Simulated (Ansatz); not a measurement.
Phonon-limited resistivity of LiZn (Fd-3m) against temperature in μΩ·cm, PBEsol, DFPT electron-phonon coupling, linearised Boltzmann equation run with Ansatz (a first-principles code), harmonic crystal at a fixed cell.

| T | ρ |
|---|---|
| 50 K | 0.37 |
| 77 K | ___ |
| 100 K | ___ |
| 150 K | 2.9 |
| 200 K | 4.4 |
| 250 K | 5.8 |
| 273 K | 6.5 |
| 300 K | ___ |
| 350 K | 8.6 |

Problem. Some entries are withheld; supply them.

Solution. 
- 77 K, ρ: 0.97
- 100 K, ρ: 1.56
- 300 K, ρ: 7.2

A metal at this level (no band gap). Only scattering by harmonic phonons is included (no impurities, grain boundaries, electron-electron scattering or thermal expansion). Spin-orbit coupling is left out. The run warned that the eigensolver left some states short of its tolerance. Halving the electron mesh (24x24x24) moves the resistivity by up to 3 %. Smearing 0.20 eV; phonons on a 4x4x4 q mesh, which this run doesn't test and which matters most at low temperature.
